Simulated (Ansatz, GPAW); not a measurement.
An Ansatz (a program for electronic structure) input for a self-consistent single point of SiC (F-43m, 2 atoms in the cell) (DFT, PBE, plane waves, default PAW files):

Ansatz 0.2 input:
```yaml
crystal:
  lattice:
    - [0.00000000, 2.13640000, 2.13640000]
    - [2.13640000, 0.00000000, 2.13640000]
    - [2.13640000, 2.13640000, 0.00000000]
  atoms:
    - { symbol: Si, position: [0.00000000, 0.00000000, 0.00000000] }
    - { symbol: C, position: [0.25000000, 0.25000000, 0.25000000] }
kpoints:
  mp_grid: { grid: [10, 10, 10] }
hamiltonian:
  xc: pbe
  pseudopotentials: { kind: paw }
scf:
  occupations: { method: fermi_dirac, width: 0.02 eV }
output:
  forces: true
  eigenvalues: true
  stress: true
```

Problem. Write the same calculation as an input for GPAW.

Solution. This is the input that was run; spellings and numerical settings could be chosen otherwise.

```python
from ase import Atoms
from ase.units import GPa
from gpaw import GPAW, PW, FermiDirac

atoms = Atoms(['Si', 'C'],
              cell=[[0.000000, 2.136400, 2.136400],
                    [2.136400, 0.000000, 2.136400],
                    [2.136400, 2.136400, 0.000000]],
              scaled_positions=[[0.000000, 0.000000, 0.000000],
                                [0.250000, 0.250000, 0.250000]],
              pbc=True)

calc = GPAW(mode=PW(900),
            xc='PBE',
            kpts={'size': (10, 10, 10), 'gamma': True},
            occupations=FermiDirac(0.02),
            nbands=-4,
            convergence={'density': 1e-05, 'bands': -2},
            symmetry={'symmorphic': False, 'tolerance': 0.0005},
            maxiter=150,
            txt='-')

atoms.calc = calc

energy = atoms.get_potential_energy()
print('Energy (eV):', round(energy, 6))
forces = atoms.get_forces()
print('Forces (eV/Ang):')
print(forces.round(5))
stress = atoms.get_stress()
print('Stress (GPa, Voigt):', (stress / GPa).round(4))
```

Basis, cutoffs, solver keys and any potentials are the target program's own. This input uses DFT PBE, plane waves, GPAW PAW datasets PBE (gpaw-data 1.0.1). Both were run: gap on the mesh 1.301 eV in Ansatz and 1.292 in GPAW.

On Ansatz: the starting cell has typed, rounded lattice constants, without a prior relaxation at this level. For this run, on top of that: lattice scaled by 0.98. With a pressure of about 18 GPa the cell is away from its equilibrium volume at this level.

On GPAW: the starting cell has typed, rounded lattice constants, without a prior relaxation at this level. For this run, on top of that: lattice scaled by 0.98.
